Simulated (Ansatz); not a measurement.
Cell of BAs-ML on BAs-ML on BAs-ML (facing B atop As, held by symmetry; BAs-ML a predicted or substrate-bound sheet, here free), atoms relaxed in a fixed cell:

```xyz
6
Lattice="3.3750 0.0000 0.0000 -1.6875 2.9229 0.0000 0.0000 0.0000 24.7000" Properties=species:S:1:pos:R:3 pbc="T T T"
B      0.0000     1.9486     8.7669
As     1.6875     0.9743     8.8456
B      1.6875     0.9743    12.2603
As     0.0000     0.0000    12.4202
B     -1.6875     2.9229    15.8574
As     0.0000     1.9486    15.9496
```

All values below come from PBE+D3(BJ) (plane waves to 420 eV, PAW; Ansatz, a first-principles code). Spin–orbit coupling is left out. Its k-point mesh 12×12×1, Fermi–Dirac width 0.01 eV. A dipole correction is on.

Question: Give the plane-averaged electrostatic potential energy of an electron along the normal (the smooth PAW potential), about its mean over the cell, from 5 Å under the lowest atom to 5 Å over the highest.

Answer: (z (Å), V (eV)): (3.842, 2.83); (3.979, 2.83); (4.254, 2.83); (4.391, 2.83); (4.666, 2.83); (4.803, 2.83); (4.940, 2.83); (5.214, 2.83); (5.352, 2.83); (5.626, 2.82); (5.763, 2.82); (5.901, 2.81); (6.175, 2.79); (6.312, 2.78); (6.587, 2.72); (6.724, 2.66); (6.861, 2.58); (7.136, 2.28); (7.273, 2.02); (7.410, 1.63); (7.684, 0.20); (7.822, -1.08); (8.096, -5.46); (8.233, -8.05); (8.371, -10.26); (8.645, -12.41); (8.782, -12.43); (9.057, -11.05); (9.194, -9.78); (9.331, -8.20); (9.606, -4.39); (9.743, -2.29); (10.017, 0.49); (10.154, 1.20); (10.292, 1.67); (10.566, 2.08); (10.703, 2.06); (10.978, 1.57); (11.115, 1.02); (11.252, 0.16); (11.527, -3.18); (11.664, -5.91); (11.938, -10.99); (12.076, -12.24); (12.213, -12.52); (12.487, -11.17); (12.624, -9.97); (12.762, -8.64); (13.036, -5.81); (13.173, -3.99); (13.448, -0.32); (13.585, 0.73); (13.722, 1.41); (13.997, 2.12); (14.134, 2.23); (14.408, 2.03); (14.546, 1.68); (14.683, 1.09); (14.957, -1.21); (15.094, -3.30); (15.369, -8.45); (15.506, -10.51); (15.643, -11.74); (15.918, -11.98); (16.055, -11.33); (16.329, -8.91); (16.467, -7.31); (16.604, -5.50); (16.878, -1.41); (17.016, 0.12); (17.290, 1.75); (17.427, 2.20); (17.564, 2.50); (17.839, 2.84); (17.976, 2.93); (18.113, 2.99); (18.388, 3.06); (18.525, 3.08); (18.799, 3.10); (18.937, 3.11); (19.074, 3.11); (19.348, 3.12); (19.486, 3.12); (19.760, 3.12); (19.897, 3.12); (20.034, 3.12); (20.309, 3.12); (20.446, 3.12); (20.721, 3.12); (20.858, 3.12)
